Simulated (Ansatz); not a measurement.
An Ansatz (a quantum-chemistry and plane-wave program) run: MoN with a change (N → Bi); plane-wave PAW DFT at the PBEsol level (Ansatz, 420 eV), without spin-orbit coupling, earlier PAW set.

Input:

Ansatz 0.2 input:
```yaml
crystal:
  lattice:
    - [3.4182390699, 0, 0]
    - [-1.709119535, 2.9602818708, 0]
    - [0, 0, 8.0666027565]
  atoms:
    - { symbol: Mo, position: [0, 0, 0] }
    - { symbol: Mo, position: [0, 0, 0.5] }
    - { symbol: Bi, position: [0.6666666667, 0.3333333333, 0.25] }
    - { symbol: Bi, position: [0.3333333333, 0.6666666667, 0.75] }
basis: { ecutwfc: 420, ecutrho_ratio: 4, xc_grid: 2, fft_grid_basis: typed }
kpoints: { mp_grid: { grid: [16, 16, 6] } }
hamiltonian:
  xc: pbesol
  dispersion: none
  pseudopotentials: { azcp: { folder: ./paw }, kind: paw }
scf: { occupations: { method: fermi_dirac, width: 0.05 }, convergence: { dr2_threshold: 0.0000000004 } }
output: { forces: true, stress: true }
checkpoint: { write: state.ck, write_every: 1000 }
```

Output (explanatory and most iteration lines left out):

```
Pseudopotential: Mo, paw, valence charge 14
Pseudopotential: Bi, paw, valence charge 15
Crystal: 4 atoms, lattice volume = 81.626 Å³
Basis set: ecut = 420 eV, 1611 PW (Γ), exchange–correlation on 48×48×108 points (8 copies of the dense FFT grid, shifted against one another)
Bands: 33, of which v1, the nominal top of the filled ones, is band 29 counted from 1 (28 counted from 0)
Symmetry: 24 space group operations
Space group: P63/mmc (ITA 194), of the structure as read, at distance tolerance 4.3e-5 Å
k-points: 120 of 1536
Functional: x = pbesol(κ = 0.804, μ = 0.12345679012345678), c = pbesol(β = 0.046)
SCF iter   1: F=—  HF=-34282.374433 eV  |F-HF|=—  |Δ(HF+E_count)|=         —  Δρ=6.63e-2  dr2=5.34e0  ethr=3.10e-3  ⟨swp⟩=5.9  Hψ=15307  notcnv=0
SCF iter   2: F=—  HF=-34281.302452 eV  |F-HF|=—  |Δ(HF+E_count)|=    1.07e0  Δρ=3.08e-2  dr2=9.93e-1  ethr=3.10e-3  ⟨swp⟩=2.1  Hψ=6368  notcnv=0
SCF 1 converged in 10 iterations: F = -34281.061134 eV  dr2 = 3.38e-11
SCF converged after 10 iterations
Free energy (F): -34281.061134 eV
Internal energy: -34281.023134 eV  (E = F + TS)
E sigma→0 (E₀):  -34281.042134 eV
Entropy (-TS):   -0.038000 eV (-9.500 meV/atom)
Fermi energy:    17.375541 eV
--- Forces (eV/Å), atoms counted from 1 ---
  atom   1  Mo    -0.00000000     0.00000000     0.00000000
  atom   2  Mo     0.00000000     0.00000000     0.00000000
  atom   3  Bi     0.00000000     0.00000000     0.00000000
  atom   4  Bi    -0.00000000    -0.00000000     0.00000000
--- Stress (GPa, compression-positive) ---
       -0.000186       0.000000       0.000000
        0.000000      -0.000186       0.000000
        0.000000       0.000000      -0.000133
  P = ⅓ Tr σ = -0.0002 GPa (-0.002 kbar)
```

Stability against distortions was not tested. All final runs are without spin polarisation. The cell was made from MoN by this change: N → Bi; the result is a hypothetical phase, not in the database extracts checked. BiMo has a high density of states at the Fermi level and may be magnetic at this level.
